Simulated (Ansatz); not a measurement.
The parent structure is Ir in the fcc (Cu type) structure (space group Fm-3m, No. 225; relaxed with 0.1 eV smearing).

```yaml
crystal:
  lattice:
    - [0.00000, 1.91555, 1.91555]
    - [1.91555, 0.00000, 1.91555]
    - [1.91555, 1.91555, 0.00000]
  atoms:
    - { symbol: Ir, position: [0.00000, 0.00000, 0.00000] }
```

Computed with PBEsol, PAW, 420 eV (Ansatz, a program for electronic structure; scalar-relativistic without spin-orbit coupling).

Strains are applied to the cell and any free atomic positions relax.

One change was made to it. Results:

The pressure goes from zero to 35.4 GPa; the energy increases by 105 meV/atom.

Question: Name the change that was made.
A) isotropic strain −2.50 %
B) isotropic strain +2.50 %
C) isotropic strain −3.00 %
D) isotropic strain +3.00 %

Answer: A, isotropic strain −2.50 %. For comparison, the energy relative to the base in the other runs: isotropic strain −3.00 % gives +155 meV/atom; isotropic strain +3.00 % gives +121 meV/atom; isotropic strain +2.50 % gives +86 meV/atom.

No phonon test of stability was made. The final runs are not spin-polarised.
